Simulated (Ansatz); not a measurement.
Base system: Ca in the fcc (Cu type) structure (space group Fm-3m, No. 225; a = 5.456 Å; relaxed with 0.1 eV smearing). Axes: x, y, z lie along the cube axes.

Method: DFT with PBEsol, PAW potentials and a 420 eV plane-wave cutoff in Ansatz (a first-principles code), no SOC.

One thing is altered: biaxial strain +1.50 %, plane normal [001], relaxed out of plane (Cartesian); in-plane vectors clamped, the third vector and the atoms free.

Problem. How does this affect the ratio −ε⊥/ε∥?

Solution. The ratio −ε⊥/ε∥ is 1.42.

No phonon test of stability was made.
